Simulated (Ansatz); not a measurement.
Take Be in the hcp (Mg type) structure (space group P6_3/mmc, No. 194; a = 2.255 Å, c = 3.558 Å; relaxed with 0.1 eV smearing) as the base. Axes: x lies along a and z along c of the hexagonal cell.

Level of theory: Kohn–Sham DFT with the PBEsol functional, run in Ansatz (a program for electronic structure) with PAW and 420 eV plane waves, no spin-orbit coupling.

Before the change:

- Shortest interatomic distance: 2.205 Å

The change: uniaxial strain ε_xx = −0.50 %, all other strain components held at zero, atoms relaxed at fixed cell.

Q: How does this affect the stress and shortest interatomic distance?

A: The stress (xx, yy, zz, yz, xz, xy; compression positive) comes out as (1.7, 0.1, 0.0, 0.0, 0.0, 0.0) GPa; the shortest interatomic distance falls by 0.0023 Å, from 2.205 Å to 2.202 Å.

Stability against distortions was not tested.
